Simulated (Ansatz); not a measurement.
Take ZnF₂ in the rutile structure (space group P4_2/mnm, No. 136; a = 4.8011 Å, c = 3.1749 Å) as the base. Axes: x, y, z lie along a, b, c of the conventional cell.

All numbers come from PBE (Ansatz, a first-principles code; PAW; 420 eV plane waves; no spin-orbit coupling).

Before the change:

- Shortest interatomic distance = 3.906 bohr

It is then changed as follows: the cell is stretched by 2.40 % along z with no lateral relaxation, atoms relaxed at fixed cell.

### Question
What happens to the energy relative to the base and shortest interatomic distance?

### Answer
The energy increases by 3.8 meV/atom; the shortest interatomic distance increases by 0.0075 bohr to 3.913 bohr.

The cells carry an imposed strain or load. Stability against distortions was not tested.
